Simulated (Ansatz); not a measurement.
## A computed series for PbSe: response to strain

The parent structure is PbSe in the rock salt structure (space group Fm-3m, No. 225; a = 6.178 Å). Axes: x, y, z lie along the cube axes.

Strains are applied to the cell and any free atomic positions relax; under biaxial strain the out-of-plane vector relaxes too.

Computed with Ansatz (an electronic-structure program) r2SCAN, scalar-relativistic without spin-orbit coupling.

Notes on the quantities. energy relative to the base: free energy F; pressure: mean of the normal stresses, compression positive.

```tsv
change	energy relative to the base	band gap	space group	pressure	gap character
base	0 meV/atom	0.67 eV	Fm-3m (No. 225)	-0.01 GPa	direct at L
biaxial strain −3.51 %, plane normal [001], relaxed out of plane	+36 meV/atom	0.38 eV	I4/mmm (No. 139)	4.09 GPa	direct at N
biaxial strain −2.44 %, plane normal [001], relaxed out of plane	?	0.48 eV	I4/mmm (No. 139)	2.64 GPa	direct at N
isotropic strain +0.73 %	+2.2 meV/atom	0.73 eV	Fm-3m (No. 225)	-1.08 GPa	direct at L
isotropic strain +0.93 %	?	0.75 eV	Fm-3m (No. 225)	-1.35 GPa	direct at L
isotropic strain +4.95 %	+89 meV/atom	1.03 eV	Fm-3m (No. 225)	-5.42 GPa	direct at L
uniaxial strain ε_yy = −4.33 %	+27 meV/atom	?	I4/mmm (No. 139)	2.83 GPa	direct at N
uniaxial strain ε_zz = +1.87 %	+3.8 meV/atom	0.71 eV	I4/mmm (No. 139)	-0.88 GPa	direct at N
uniaxial strain ε_zz = +3.59 %	+13 meV/atom	?	I4/mmm (No. 139)	-1.53 GPa	direct at N
tensor shear ε_yz = −0.83 %	+0.5 meV/atom	0.58 eV	Immm (No. 71)	-0.01 GPa	indirect, S → R
```

Question: What belongs in the blanks?

Answer: 
- biaxial strain −2.44 %, plane normal [001], relaxed out of plane, energy relative to the base: +17 meV/atom
- isotropic strain +0.93 %, energy relative to the base: +3.6 meV/atom
- uniaxial strain ε_yy = −4.33 %, band gap: 0.45 eV
- uniaxial strain ε_zz = +3.59 %, band gap: 0.74 eV

With Pb present, leaving out spin-orbit coupling can change the band edges. No phonon test of stability was made. k-point labels follow each cell's own Brillouin zone.
